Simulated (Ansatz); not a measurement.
```
CdS
1.0
    4.09301     0.00000     0.00000
   -2.04650     3.54465     0.00000
    0.00000     0.00000     6.86701
Cd S
2 2
Direct
  0.33333   0.66667   0.00259
  0.66667   0.33333   0.50259
  0.33333   0.66667   0.37241
  0.66667   0.33333   0.87241
```

These are PBE with spin-orbit coupling, rigid bands (plane waves, PAW; Ansatz, a quantum-chemistry and plane-wave program) values and carry that method's errors. Condition of this run: uniaxial stress along c of -1.6 GPa (compression positive) (the target of the relaxation). Cell: cell and atoms relaxed with PBEsol, then loaded as said.

Task: Predict the hole conductivity mass (n e² τ/σ) at 300 K, by direction if it differs.

Result: 1.07 (x), 1.07 (y), 1.71 (z) mₑ.

Task: What conductivity effective mass do dilute electrons have at 300 K?

Result: 0.150 (x), 0.150 (y), 0.131 (z) mₑ.

Task: And the band gap?

Result: 1.13 eV at this level; semilocal functionals usually fall short of the measured gap.

Rigid bands, one relaxation time for all states, no polarons. Geometry: cell and atoms relaxed with PBEsol.
